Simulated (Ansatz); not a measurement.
Input and output of a self-consistent single point for the (110) slab of LaP (cut from a parent of space group no. 225; 8 atoms in the cell) (Ansatz, a first-principles code).

Method of the run: LDA (PW92), default PAW files made with PBE (plane waves; Ansatz).

The change in words: vacuum of 6 angstrom (first run: 14 Å); efield.axis: default → 3; efield.dipole_correction: default → true. Reference geometry:
```xyz
8
Lattice="6.0483 0.0000 0.0000 0.0000 4.2768 0.0000 0.0000 0.0000 20.4152" Properties=species:S:1:pos:R:3 pbc="T T T"
La     0.0000     1.0692     9.1384
La     3.0242     3.2076     7.0000
La     0.0000     1.0692    13.4152
La     3.0242     3.2076    11.2768
P      0.0000     3.2076     7.0000
P      3.0242     1.0692     9.1384
P      0.0000     3.2076    11.2768
P      3.0242     1.0692    13.4152
```

Reference input (self-consistent single point, DFT, LDA (PW92), plane waves, default PAW files made with PBE): basis.ecutwfc = 420 eV; kpoints.mp_grid.grid = 5 7 1; hamiltonian.xc = lda; hamiltonian.pseudopotentials = {kind: paw} (the program's default PAW files); scf.occupations.method = fermi_dirac; scf.occupations.width = 0.1 eV. This run's input differs from it in these lines:

Ansatz 0.2 input:
```diff
@@ -5,12 +5,12 @@
     - [0.00000000, 4.27679400, 0.00000000]
-    - [0.00000000, 0.00000000, 20.41518500]
+    - [0.00000000, 0.00000000, 12.41518600]
   atoms:
-    - { symbol: La, position: [0.00000000, 0.25000000, 0.44762700] }
-    - { symbol: La, position: [0.50000000, 0.75000000, 0.34288200] }
-    - { symbol: La, position: [0.00000000, 0.25000000, 0.65711800] }
-    - { symbol: La, position: [0.50000000, 0.75000000, 0.55237300] }
-    - { symbol: P, position: [0.00000000, 0.75000000, 0.34288200] }
-    - { symbol: P, position: [0.50000000, 0.25000000, 0.44762700] }
-    - { symbol: P, position: [0.00000000, 0.75000000, 0.55237300] }
-    - { symbol: P, position: [0.50000000, 0.25000000, 0.65711800] }
+    - { symbol: La, position: [0.00000000, 0.25000000, 0.41387900] }
+    - { symbol: La, position: [0.50000000, 0.75000000, 0.24164000] }
+    - { symbol: La, position: [0.00000000, 0.25000000, 0.75836000] }
+    - { symbol: La, position: [0.50000000, 0.75000000, 0.58612100] }
+    - { symbol: P, position: [0.00000000, 0.75000000, 0.24164000] }
+    - { symbol: P, position: [0.50000000, 0.25000000, 0.41387900] }
+    - { symbol: P, position: [0.00000000, 0.75000000, 0.58612100] }
+    - { symbol: P, position: [0.50000000, 0.25000000, 0.75836000] }
 basis:
@@ -22,2 +22,5 @@
   pseudopotentials: { kind: paw }
+efield:
+  axis: 3
+  dipole_correction: true
 scf:
@@ -27,3 +30,2 @@
   eigenvalues: true
-  stress: true
```

Log, with long lists cut:

```
SCF iter   1: F=—  HF=-27216.052009 eV  |F-HF|=—  |Δ(HF+E_count)|=         —  Δρ=4.69e-3  dr2=1.21e-1  ethr=1.77e-3  p=-0.000 e·Å  D=-2.95e-14 V/Å  ΔV_dip=0.00 eV  dr2_dipole=8.68e-8  V_vac-E_F(+/−)=2.57/2.77 eV  ⟨swp⟩=9.2  Hψ=2743  notcnv=0
all-band conjugate gradients solve this SCF's bands
efield: sawtooth ramp at fractional position 0.9500 (placed from the atoms, in the widest stretch of the axis that holds none …
   [... lines left out ...]
WARN: efield: at this solve's end the planar-averaged density reaches 2.89e-2 e/Å³ inside the ramp window [0.8695, 0.1305] (bound 1e-5 e/Å³) …
SCF 1 converged in 8 iterations: F = -27216.029650 eV  dr2 = 1.54e-8
Free energy (F): -27216.029650 eV
Internal energy: -27215.967252 eV  (E = F + TS)
E sigma→0 (E₀):  -27215.998451 eV
Entropy (-TS):   -0.062398 eV (-7.800 meV/atom)
Fermi energy:    5.277042 eV
Dipole field:    D = 0.000005 V/Å  (p = 0.000009 e·Å, saw-weighted, corrected)
Work function:   Φ+ = withheld (plateau slope 3.7e0 eV/Å)   Φ− = withheld (plateau slope 2.6e0 eV/Å)
Levels:          The Fermi level and band energies are counted from a zero that moves with the ramp; work functions are not
Vacuum region:   at the solve's end the planar-averaged density reaches 2.89e-2 e/Å³ inside the ramp window [0.8695, 0.1305] (bound 1e-5 e/Å³)
--- Forces (eV/Å), atoms counted from 1 ---
  atom   1  La    -0.00000000     0.00000000    -0.76055534
  atom   2  La     0.00000000     0.00000000     1.22487383
  atom   3  La    -0.00000000     0.00000000    -1.22488503
  atom   4  La     0.00000000     0.00000000     0.76055765
  atom   5  P      0.00000000     0.00000000     0.62123499
  atom   6  P     -0.00000000     0.00000000    -0.93311039
  atom   7  P      0.00000000     0.00000000     0.93310928
  atom   8  P     -0.00000000     0.00000000    -0.62124212
```

The run converged in 8 iterations. Against the reference run the free energy drops by 15.2 meV/atom and the largest force goes from 1.334 to 1.225 eV/Å.

The starting cell comes from a database of computed structures (which also holds hypothetical and non-ambient phases and stackings), without a prior relaxation at this level. The slab is cut from that crystal, and its faces are unrelaxed. Its lattice was rescaled by up to half a per cent. Spin polarisation is off, though cut faces can carry moments. Forces in this geometry exceed 1 eV/Å.
